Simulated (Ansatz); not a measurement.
Input and output of a zone-centre phonon calculation for P (Imma, 2 atoms in the cell) (Ansatz, an electronic-structure program).

Computed with LDA (PW92), default PAW files made with PBE (plane waves; Ansatz).

```
P
1.0
   -1.69659     2.52271     1.86452
    1.69659    -2.52271     1.86452
    1.69659     2.52271    -1.86452
P
2
Direct
  0.80331   0.05331   0.75000
  0.19669   0.94669   0.25000
```

Reference input (self-consistent single point, DFT, LDA (PW92), plane waves, default PAW files made with PBE): basis.ecutwfc = 420 eV; kpoints.mp_grid.grid = 13 13 13; hamiltonian.xc = lda; hamiltonian.pseudopotentials = {kind: paw} (the program's default PAW files); scf.occupations.method = gaussian; scf.occupations.width = 0.1 eV. This run's input differs from it in these lines:

Ansatz 0.2 input:
```diff
@@ -9,3 +9,3 @@
 basis:
-  ecutwfc: 420.0
+  ecutwfc: 355.0
 kpoints:
@@ -17,6 +17,4 @@
   occupations: { method: gaussian, width: 0.1 }
-output:
-  forces: true
-  eigenvalues: true
-  stress: true
+phonons:
+  method: dfpt
```

The program printed (abridged):

```
SCF iter   1: F=—  HF=-1451.951595 eV  |F-HF|=—  |Δ(HF+E_count)|=         —  Δρ=5.06e-3  dr2=6.45e-3  ethr=1.77e-3  ⟨swp⟩=6.3  Hψ=26963  notcnv=0
all-band conjugate gradients solve this SCF's bands
preconditioner: auto → none
SCF iter   2: F=—  HF=-1451.949312 eV  |F-HF|=—  |Δ(HF+E_count)|=   2.28e-3  Δρ=2.81e-3  dr2=2.17e-3  ethr=6.45e-5  ⟨swp⟩=2.0  Hψ=6837  notcnv=0
   [... lines left out ...]
SCF iter   5: F=—  HF=-1451.948424 eV  |F-HF|=—  |Δ(HF+E_count)|=   4.57e-6  Δρ=3.62e-5  dr2=5.91e-7  ethr=4.01e-8  ⟨swp⟩=2.0  Hψ=4739  notcnv=0
SCF iter   6: F=—  HF=-1451.948424 eV  |F-HF|=—  |Δ(HF+E_count)|=   1.48e-7  Δρ=9.97e-6  dr2=3.82e-8  ethr=5.91e-9  ⟨swp⟩=2.6  Hψ=4697  notcnv=0
SCF iter   7: F=—  HF=-1451.948424 eV  |F-HF|=—  |Δ(HF+E_count)|=   1.49e-8  Δρ=2.14e-6  dr2=1.73e-9  ethr=3.82e-10  ⟨swp⟩=2.4  Hψ=4772  notcnv=0
SCF iter   8: F=-1451.948424 eV  HF=-1451.948424 eV  |F-HF|=2.05e-12  |Δ(HF+E_count)|=  7.20e-10  Δρ=9.09e-8  dr2=3.76e-12  ethr=1.00e-12  ⟨swp⟩=8.0  Hψ=22925  notcnv=0
SCF 1 converged in 8 iterations: F = -1451.948424 eV  dr2 = 3.76e-12
DFPT response loops at Γ: preconditioner auto → Kerker (q_TF=auto, 2.248 Å⁻¹) (partly filled bands, converged f_vac=0.000) …
Free energy (F): -1451.948424 eV
Internal energy: -1451.947589 eV  (E = F + TS)
E sigma→0 (E₀):  -1451.948006 eV
Entropy (-TS):   -0.000835 eV (-0.418 meV/atom)
Fermi energy:    9.964688 eV
--- Phonons (Γ-DFPT): 3 representative perturbations + reference, on 343 of 2197 k-points (Σ response iterations 7) ---
  k mesh reduced under 4 symmetry operations, with k and −k counted as one. Each operation leaves every solved displacement unchanged or reverses it
  ASR residual: 1.751e-5 → 0.000e0 eV/Å²; symmetrization residual: 9.334e-14 eV/Å²
  ASR residual per site (eV/Å²): 1.75e-5 1.75e-5
  Γ frequencies (cm⁻¹): 0.00 0.00 0.00 139.45 368.12 408.05
  non-analytic LO–TO correction: not included (Born effective charges unavailable; polar crystals: no LO–TO splitting at Γ)
```

The run converged in 8 iterations. 

Summary of the result:
- Free energy E − TS (on the zero of these files): -1451.9484 eV
- Fermi level (on the code's own zero): 9.96 eV
- Zone-centre frequencies (cm⁻¹; negative means imaginary): 0, 0, 0, 139, 368, 408

The starting cell comes from a database of computed structures (which also holds hypothetical and non-ambient phases and stackings), without a prior relaxation at this level. Its lattice was rescaled by up to half a per cent. The cutoff lies below the one recommended for these files.
